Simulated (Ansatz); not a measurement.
Data:

```
C
1.0
    0.00000     1.76080     1.78114
    1.76080     0.00000     1.78114
    1.76080     1.76080     0.00000
C
2
Cartesian
  0.00000   0.00000   0.00000
  0.88040   0.88040   0.89057
```

Computed with r2SCAN, rigid bands (plane waves, PAW, scalar-relativistic; Ansatz, a quantum-chemistry and plane-wave program). Condition of this run: biaxial stress in (001) of 11 GPa (compression positive) (the target of the relaxation). Cell: cell and atoms relaxed with PBEsol, then loaded as said.

Problem. Predict the electron conductivity mass (n e² τ/σ) at 300 K, by direction if it differs.

Solution. 0.47 (x), 0.47 (y), 0.28 (z) mₑ.

Problem. Predict the hole conductivity mass (n e² τ/σ) at 300 K, by direction if it differs.

Solution. 0.48 (x), 0.48 (y), 0.33 (z) mₑ.

Problem. And the band gap?

Solution. 4.25 eV at this level; semilocal functionals usually fall short of the measured gap.

Rigid bands, one relaxation time for all states, no polarons. Spin-orbit coupling is left out. Geometry: cell and atoms relaxed with PBEsol.
